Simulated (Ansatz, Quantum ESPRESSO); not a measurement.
Code comparison for CuGe3 (P6_3/mmc, 8 atoms in the cell)

Relaxation of cell and atoms.

```
CELL_PARAMETERS angstrom
      4.34544     0.00000     0.00000
     -2.17272     3.76326     0.00000
      0.00000     0.00000     8.93492
ATOMIC_POSITIONS crystal
  Cu 0.66667 0.33333 0.75000
  Cu 0.33333 0.66667 0.25000
  Ge 0.66667 0.33333 0.07561
  Ge 0.33333 0.66667 0.92439
  Ge 0.33333 0.66667 0.57561
  Ge 0.66667 0.33333 0.42439
  Ge 0.00000 0.00000 0.75000
  Ge 0.00000 0.00000 0.25000
```

Shared settings, as Ansatz (an electronic-structure program) writes them: kpoints.mp_grid.grid = 5 5 3; scf.occupations.method = fermi_dirac; scf.occupations.width = 0.1 eV. Potentials and cutoffs stand in the table.

```
code                                                     model  final volume (Å³/atom)   cutoff
----------------  --------------------------------------------  ----------------------  -------
Quantum ESPRESSO  PBEsol, PSlibrary PAW (PBE) pseudopotentials                   17.27    50 Ry
Ansatz                         PBEsol, PAW files made with PBE                   17.26  default
```

On Ansatz's run: spin polarisation is off.

The spread over the programs that give each value: final volume within 0.01 Å³/atom.

The programs treat the finite-basis stress differently while the cell relaxes: Ansatz adds an estimate of it.

The starting cell comes from a database of computed structures (which also holds hypothetical and non-ambient phases and stackings), without a prior relaxation at this level.

Left out of this page: SIESTA (failed or unconverged).

Keys are those of Ansatz 0.2.
